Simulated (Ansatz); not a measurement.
RuP (model structure, started from the NbAs type, I4₁md, No. 109, 4 atoms in the cell), treated with LDA (plane waves, PAW; Ansatz, a first-principles code).

Numerical settings: plane-wave cutoff 520 eV, 24×24×24 k mesh, Fermi–Dirac smearing 0.05 eV, no spin polarisation, scalar-relativistic PAW data made under PBE.

Cell (relaxed at this level):

```
CELL_PARAMETERS angstrom
     -1.61277     1.61277     5.03291
      1.61277    -1.61277     5.03291
      1.61277     1.61277    -5.03291
ATOMIC_POSITIONS crystal
  Ru 0.50051 0.50051 0.00000
  Ru 0.25051 0.75051 0.50000
  P  0.91549 0.91549 0.00000
  P  0.66549 0.16549 0.50000
```

Problem. What does this level give for the bulk modulus B0?

Solution. 
- bulk modulus B0: 250 GPa

Note: the run has no spin polarisation, so it can have missed a magnetic state; the bulk modulus is −V dP/dV from two relaxed cells at ±2 % in volume; the relaxation could raise the start's symmetry but not lower it, so the cell can be a saddle point.

Computed values are for the static lattice.

A model structure was made by putting elements into a prototype or built by hand; it is no filed structure, need not be a known phase, and can be a saddle point held by its symmetry.
